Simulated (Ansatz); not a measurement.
Structures of equal composition on the (111)A surface of 3C silicon carbide (Si plane on top): (√3x√3)R30° Ga adatom at H3; (√3x√3)R30° Ga adatom at T4. The slabs share one bottom face, and each structure is named by its start. These are constructed structures in small cells; real faces may alloy, dewet or reconstruct in larger ones, and not all known structures of the face are among them. Slabs of about 10 Å with all that they carry, Fermi-Dirac smearing of 0.025 eV. Bottom of the slabs: H caps. Relaxed from the named starts with such symmetry as they have, on meshes of like density; energies extrapolated to zero smearing; no spin-orbit coupling, no U. Spin-polarised runs, if any, are marked in brackets, and their order is one that fits the cell; the others ran without spin. Where a second, spin-polarised start was run, the lower counts.

Host crystal: 3C silicon carbide, with a band gap (PBE, scalar-relativistic without spin-orbit coupling).

Calculation: PBE (plane waves to 420 eV, PAW; Ansatz, a program for electronic structure).

Q: Put the candidates in order of energy per 1x1 cell, lowest first, for PBE.

A: (√3x√3)R30° Ga adatom at T4 (0.000 eV, gap 1.71 eV on the mesh), (√3x√3)R30° Ga adatom at H3 (0.199 eV, gap 1.16 eV on the mesh)
